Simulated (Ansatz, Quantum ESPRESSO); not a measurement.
## One structure in several programs: YPd3 (Pm-3m, 4 atoms in the cell)

Self-consistent single point.

```xyz
4
Lattice="4.0999 0.0000 0.0000 0.0000 4.0999 0.0000 0.0000 0.0000 4.0999" Properties=species:S:1:pos:R:3 pbc="T T T"
Y      0.0000     0.0000     0.0000
Pd     2.0500     2.0500     0.0000
Pd     0.0000     2.0500     2.0500
Pd     2.0500     0.0000     2.0500
```

Shared settings, as Ansatz (an electronic-structure program) writes them: kpoints.mp_grid.grid = 7 7 7; magnetization.spin_orbit = true; scf.occupations.method = gaussian; scf.occupations.width = 0.272 eV. Potentials and cutoffs stand in the table.

```
code                                                                                                             model  pressure (GPa)  cutoff
----------------  ----------------------------------------------------------------------------------------------------  --------------  ------
Quantum ESPRESSO  PBEsol, spin-orbit coupling, PseudoDojo fully relativistic norm-conserving (PBESOL) pseudopotentials           -4.15   85 Ry
Ansatz                                                        PBEsol with spin-orbit coupling, PAW files made with PBE           -4.40  420 eV
```

The spread over the programs that give each value: pressure within 0.25 GPa.

Ansatz's pressure is given at a fixed set of plane waves, as the other plane-wave codes print theirs; with its correction for the finite basis it is -4.32 GPa.

The starting cell comes from a database of computed structures (which also holds hypothetical and non-ambient phases and stackings), without a prior relaxation at this level.

Left out of this page: Elk, FLEUR and SIESTA (not drawn, or without a comparable value).

Keys are those of Ansatz 0.2.
